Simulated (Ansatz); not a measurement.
Results of PBEsol-D3(BJ) (Ansatz, a quantum-chemistry and plane-wave program, plane waves, PAW) for B20 (FeSi-type) CoSi.

From the output:

```
WARN output.stress: scf.convergence.dr2_threshold = 1.6e-8 eV (the default of a walk held to its f_tol) is looser than the 8e-10 eV advised for a printed …
Relaxation: its limit of steps is 80 (relax.max_steps)
Crystal: 8 atoms, lattice volume = 78.721 Å³
Basis set: ecut = 520 eV, 2103 PW (Γ), exchange–correlation on 64×64×64 points (8 copies of the dense FFT grid, shifted against one another)
Bands: 51, of which v1, the nominal top of the filled ones, is band 42 counted from 1 (41 counted from 0)
Symmetry: 12 space group operations
Space group: P213 (ITA 198), of the structure as read, at distance tolerance 4.3e-5 Å
k-points: 119 of 1728 (time reversal used)
Functional: x = pbesol(κ = 0.804, μ = 0.12345679012345678), c = pbesol(β = 0.046)
SCF iter   1: F=—  HF=-22867.346204 eV  |F-HF|=—  |Δ(HF+E_count)|=         —  Δρ=1.62e-2  dr2=8.94e-2
SCF iter   2: F=—  HF=-22867.326810 eV  |F-HF|=—  |Δ(HF+E_count)|=   1.94e-2  Δρ=4.88e-3  dr2=7.26e-3
  ...
SCF 1 converged in 7 iterations: F = -22867.325250 eV  dr2 = 1.73e-7
Crystal: 8 atoms, lattice volume = 78.721 Å³
Initial density: handed on by an earlier stage of this run
SCF 2 converged in 6 iterations: F = -22867.325930 eV  dr2 = 7.05e-10
Crystal: 8 atoms, lattice volume = 78.721 Å³
SCF 3 converged in 6 iterations: F = -22867.326759 eV  dr2 = 5.66e-9
Crystal: 8 atoms, lattice volume = 78.721 Å³
SCF iter   6: F=-22867.326759 eV  HF=-22867.326759 eV  |F-HF|=0.00e0  |Δ(HF+E_count)|=    0.00e0  Δρ=1.90e-8  dr2=1.11e-13
SCF iter   7: F=-22867.326759 eV  HF=-22867.326759 eV  |F-HF|=3.64e-12  |Δ(HF+E_count)|=    0.00e0  Δρ=2.52e-9  dr2=1.86e-15
SCF 4 converged in 7 iterations: F = -22867.326759 eV  dr2 = 1.86e-15
relax step   4: F+E_penalty+E_count = -22867.32675880 eV  Δ(F+E_penalty+E_count) = -1.623e-9 eV  max|allowed force component| = 1.554e-3 eV/Å  Δτ_max = 0.0000 Å  (7 SCF iters, accepted)
SCF converged after 7 iterations
Free energy (F): -22867.326759 eV
Internal energy: -22867.316131 eV  (E = F + TS)
E sigma→0 (E₀):  -22867.321445 eV
Fermi energy:    18.649683 eV
--- Forces (eV/Å), atoms counted from 1 ---
  atom   1  Co     0.00122010    -0.00122010     0.00122010
  atom   2  Co     0.00122010     0.00122010    -0.00122010
  atom   3  Co    -0.00122010    -0.00122010    -0.00122010
  atom   4  Co    -0.00122010     0.00122010     0.00122010
  atom   5  Si    -0.00155392     0.00155392    -0.00155392
  atom   6  Si    -0.00155392    -0.00155392     0.00155392
  atom   7  Si     0.00155392     0.00155392     0.00155392
  atom   8  Si     0.00155392    -0.00155392    -0.00155392
--- Stress (GPa, compression-positive) ---
       11.655664      -0.000000       0.000000
       -0.000000      11.655664      -0.000000
        0.000000       0.000000      11.655664
  P = ⅓ Tr σ = 11.6557 GPa (116.557 kbar)
```

Q: Write an input file that could have produced this run (the log leaves some choices open).

A: Several could match; the one computed here: 
Ansatz 0.2 input:
```yaml
crystal:
  lattice:
    - [4.2857922209, 0.0, 0.0]
    - [0.0, 4.2857922209, 0.0]
    - [0.0, 0.0, 4.2857922209]
  atoms:
    - { symbol: Co, position: [0.8534927075, 0.6465072925, 0.3534927075] }
    - { symbol: Co, position: [0.3534927075, 0.8534927075, 0.6465072925] }
    - { symbol: Co, position: [0.1465072925, 0.1465072925, 0.1465072925] }
    - { symbol: Co, position: [0.6465072925, 0.3534927075, 0.8534927075] }
    - { symbol: Si, position: [0.1563870773, 0.3436129227, 0.6563870773] }
    - { symbol: Si, position: [0.6563870773, 0.1563870773, 0.3436129227] }
    - { symbol: Si, position: [0.8436129227, 0.8436129227, 0.8436129227] }
    - { symbol: Si, position: [0.3436129227, 0.6563870773, 0.1563870773] }
basis:
  ecutwfc: 520
  ecutrho_ratio: 4
  xc_grid: 2
kpoints:
  mp_grid: { grid: [12, 12, 12] }
hamiltonian:
  xc: pbesol
  dispersion: d3bj
  pseudopotentials: { kind: paw }
scf:
  occupations: { method: fermi_dirac, width: 0.05 }
output:
  forces: true
  stress: true
  eigenvalues: true
relax:
  f_tol: 0.004
  escape_saddle: false
  max_steps: 80
```

The cell is one volume of an energy–volume scan, off the minimum.

The PAW data were made under PBE.

Cost on a shared machine: roughly 4 core-minutes.
